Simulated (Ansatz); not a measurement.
Base system: CuAu (space group P4/mmm, No. 123; a = 2.8531 Å, c = 3.5703 Å; relaxed with 0.1 eV smearing). Axes: x, y, z lie along a, b, c of the conventional cell.

Structures relaxed with r2SCAN (Ansatz, an electronic-structure program), spin-orbit coupling left out.

Base:

Simulated powder pattern, Cu Kα1, λ = 1.54056 Å (kinematic, ideal powder, no thermal factors, no anomalous dispersion; the 10 strongest lines at most, above 2 %, up to 2θ = 90°):

```json
[
 {"2θ (°)": "24.92", "I/Imax (%)": "20", "hkl": "(001)"},
 {"2θ (°)": "31.33", "I/Imax (%)": "23", "hkl": "(100)"},
 {"2θ (°)": "40.44", "I/Imax (%)": "100", "hkl": "(101)"},
 {"2θ (°)": "44.89", "I/Imax (%)": "37", "hkl": "(110)"},
 {"2θ (°)": "51.13", "I/Imax (%)": "13", "hkl": "(002)"},
 {"2θ (°)": "52.02", "I/Imax (%)": "12", "hkl": "(111)"},
 {"2θ (°)": "65.36", "I/Imax (%)": "12", "hkl": "(200)"},
 {"2θ (°)": "70.36", "I/Imax (%)": "19", "hkl": "(112)"},
 {"2θ (°)": "79.75", "I/Imax (%)": "27", "hkl": "(211)"},
 {"2θ (°)": "87.45", "I/Imax (%)": "11", "hkl": "(202)"}
]
```

After one change:

Simulated powder pattern, Cu Kα1, λ = 1.54056 Å (kinematic, ideal powder, no thermal factors, no anomalous dispersion; the 10 strongest lines at most, above 2 %, up to 2θ = 90°):

```csv
2θ (°),I/Imax (%)
24.31,21
31.78,22
40.41,100
45.56,35
49.81,14
52.31,12
66.41,11
69.79,20
80.70,27
87.01,11
```

### Question
What was done to the base?
A. biaxial strain −4.93 %, plane normal [001], relaxed out of plane
B. uniaxial strain ε_zz = −1.17 %
C. biaxial strain −0.44 %, plane normal [001], relaxed out of plane
D. biaxial strain −1.40 %, plane normal [001], relaxed out of plane

### Answer
D, biaxial strain −1.40 %, plane normal [001], relaxed out of plane. Its volume per atom is 14.48 Å³ against 14.53 Å³, and its space group is P4/mmm (No. 123).

Stability against distortions was not tested. The final runs are not spin-polarised.
